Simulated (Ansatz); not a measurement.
Ansatz (a first-principles code), DFT, PBE, plane waves, its default PAW files: Cu(111) slab of 12 layers, 1x1, atoms displaced (Cu12), unrelaxed, 12 atoms. Basis and mesh were picked for this test and aren't claimed converged.

```
Property                                                   Value
------------------------------  --------------------------------
cell                            2.56, 2.56, 32.96 Å; 90, 90, 60°
distance to the nearest atom                      2.49 to 2.55 Å
task                                                single point
k mesh                                                   10×10×1
hamiltonian.xc                                               pbe
kind of files                                                paw
scf.occupations.method                                  gaussian
scf.occupations.width                                     0.1 eV
scf.initial_density.chi_scale                                0.1
output.forces                                               true
binding of workers (--pin)                                   off
k-point pools (--kpoint-pools)                                 1
memory maximum (--max-ram)                                  8GiB
accuracy                                        medium (default)
basis.precision                                   auto (default)
basis.xc_grid                                        2 (default)
scf.eigensolver.kind                              auto (default)
scf.convergence.dr2_threshold                    1e-07 (default)
scf.lower_state_search                           light (default)
k-points after symmetry                                       52
bands at the start                                           127
electrons                                                    228
plane waves at Γ                                            3741
cutoff (eV)                                                  420
FFT grid                                               18×18×225
symmetry operations                                            1
```

One run each.

All on 4 threads. Base settings, kept where nothing else is said: scf.mixing.algorithm = auto (default), scf.mixing.preconditioner = auto (default) (scf.mixing.beta, scf.mixing.ndim not set). The settings tried:
- scf.mixing.algorithm = anderson, scf.mixing.ndim = 1
- scf.mixing.preconditioner = ldos
- scf.mixing.algorithm = broyden, scf.mixing.beta = 1
- scf.mixing.algorithm = broyden, scf.mixing.beta = 0.3
- scf.mixing.algorithm = broyden, scf.mixing.beta = 0.7
- scf.mixing.algorithm = msr1
- scf.mixing.preconditioner = none
- scf.mixing.algorithm = broyden, scf.mixing.preconditioner = none
- the base settings
- scf.mixing.algorithm = broyden
- scf.mixing.preconditioner = kerker
- scf.mixing.preconditioner = kerker_dos
- scf.mixing.algorithm = anderson
- scf.mixing.algorithm = broyden, scf.mixing.beta = 0.1
- scf.mixing.algorithm = anderson, scf.mixing.ndim = 4
- scf.mixing.preconditioner = local_kerker
- scf.mixing.algorithm = broyden, scf.mixing.preconditioner = kerker

**Question.** Predict which of these converge in the fewest SCF iterations.

**Answer.** Fewest SCF iterations, with those close behind: the base settings (13); scf.mixing.algorithm = msr1 (13); scf.mixing.preconditioner = ldos (13); scf.mixing.algorithm = broyden, scf.mixing.beta = 0.3 (16); scf.mixing.algorithm = broyden, scf.mixing.beta = 0.7 (16). Most among those that reach the base run's result: scf.mixing.algorithm = broyden, scf.mixing.preconditioner = none (49). No count from: scf.mixing.algorithm = anderson, scf.mixing.ndim = 1 (unfinished when stopped at the time that we allowed, after 12 SCF iterations). All the others converged. In the base run the program took: scf.mixing.algorithm MSR1, scf.mixing.preconditioner LDOS, scf.eigensolver.kind band_cg, --slots 4.

```tsv
setting	SCF iterations	applications of H to a band	end
the base settings	13	174817	converged
scf.mixing.algorithm = msr1	13	174817	converged
scf.mixing.preconditioner = ldos	13	174817	converged
scf.mixing.algorithm = broyden, scf.mixing.beta = 0.3	16	189403	converged
scf.mixing.algorithm = broyden, scf.mixing.beta = 0.7	16	223569	converged
scf.mixing.algorithm = broyden	18	254218	converged
scf.mixing.algorithm = anderson	18	249037	converged
scf.mixing.algorithm = broyden, scf.mixing.beta = 1	18	254218	converged
scf.mixing.algorithm = broyden, scf.mixing.beta = 0.1	20	223185	converged
scf.mixing.algorithm = anderson, scf.mixing.ndim = 4	24	326145	converged
scf.mixing.algorithm = broyden, scf.mixing.preconditioner = kerker	36	351916	converged
scf.mixing.preconditioner = none	37	318693	converged
scf.mixing.preconditioner = local_kerker	38	348432	converged
scf.mixing.preconditioner = kerker	41	378488	converged
scf.mixing.preconditioner = kerker_dos	41	384566	converged
scf.mixing.algorithm = broyden, scf.mixing.preconditioner = none	49	449475	converged
```

6 planned settings were not run, for want of time.

Keys are those of Ansatz 0.2.
